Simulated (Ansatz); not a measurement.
# PBE against PBEsol: hypothetical Pn-3m Mg2C, strain tensor (xx, yy, zz, yz, xz, xy) = (−1.56, −0.51, −0.41, −0.31, −0.32, +1.70) %

Start from Mg₂C (space group Pn-3m, No. 224; a = 4.8392 Å; a hypothetical phase, not in the database extracts checked). Axes: x, y, z lie along the cube axes.

(Cell as relaxed with PBE.)

Levels (all Ansatz, an electronic-structure program, PAW): PBE (420 eV, scalar-relativistic without spin-orbit coupling); PBEsol (420 eV, spin-orbit coupling left out).

Each level relaxes its own structure.

```tsv
base	PBE	PBEsol
volume per atom	18.89 Å³	18.53 Å³
lattice parameter a	9.145 bohr	9.087 bohr
band gap	zero	zero
```

It is then changed as follows: the symmetric strain tensor [-0.0156 0.0169 -0.0032; 0.0169 -0.0051 -0.0031; -0.0032 -0.0031 -0.0041]; the atoms relax in the strained cell.

```csv
quantity,PBE,PBEsol
"valley order (the lowest conduction-band minima on the path, energy above the VBM, named in the base's zone)",Γ 0.01 eV; M along [110] 0.99 eV; M along [101] 1.02 eV; M along [011] 1.07 eV,?
energy relative to the base (free energy F),+4.3 meV/atom,?
"pressure (mean of the normal stresses, compression positive)",1.5 GPa,?
shortest interatomic distance,3.925 bohr,?
```

Predict the PBEsol column.


- valley order (the lowest conduction-band minima on the path, energy above the VBM, named in the base's zone), PBEsol: Γ 0.02 eV; M along [110] 0.99 eV; M along [101] 1.02 eV; M along [011] 1.07 eV
- energy relative to the base (free energy F), PBEsol: +4.3 meV/atom
- pressure (mean of the normal stresses, compression positive), PBEsol: 1.6 GPa
- shortest interatomic distance, PBEsol: 3.901 bohr

Both order the valleys alike; PBE's shortest interatomic distance lies 0.024 bohr above PBEsol's (0.6 %); the two agree on the energy relative to the base. Neither level is exact; PBEsol is the comparison here, not a measurement.

Stability against distortions was not tested. The final runs are not spin-polarised. Gaps under 0.05 eV, about the width of the smearing, are given as zero. A zero or small gap of Mg2C can be the functional's error rather than a property of the material.
